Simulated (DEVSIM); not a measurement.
Device: Au/SiON/SiO2/p-Si capacitor, at 300 K.

Layer 1 from the left is SiON, thickness (nm) 5.90. Layer 2 from the left is SiO2, thickness (nm) 0.930. Layer 3 from the left is Si, thickness (nm) 2200, Na (cm⁻³) 7e16.

Metal gate on the left, work function 5.1 eV. Fixed charge at the semiconductor interface -8.91e11 cm⁻² (in units of +e); no interface traps.

This is a model device: material constants are rounded textbook-type values typed into the input, and sizes, dopings and lifetimes were drawn at random. Values at 300 K.

SiON: gap (eV) 7, affinity (eV) 1.4, permittivity 5.5. SiO2: gap (eV) 9, affinity (eV) 0.9, permittivity 3.9. Si: gap (eV) 1.124, affinity (eV) 4.05, permittivity 11.7, Nc (cm⁻³) 2.86e19, Nv (cm⁻³) 3.1e19.

Estimate by hand the flat-band voltage, the threshold voltage, and compare with a numerical solution.


- Flat-band voltage: C = 0.675 μF/cm², work-function difference 0.084 V; VFB = φms − qNf/C = 0.29 V; numerical 0.29 V.
- Threshold voltage: φF = 0.406 V, depletion charge √(4εqNφF) = 1.37e-7 C/cm²; VT = VFB + 2φF + Qd/C = 1.31 V; numerical 1.31 V.

Simulated with DEVSIM: 1D Poisson equation in equilibrium, Boltzmann statistics, complete ionisation; no quantum confinement or tunnelling. Metal contacts follow the ideal Schottky-Mott rule: no Fermi-level pinning, no interface dipoles.
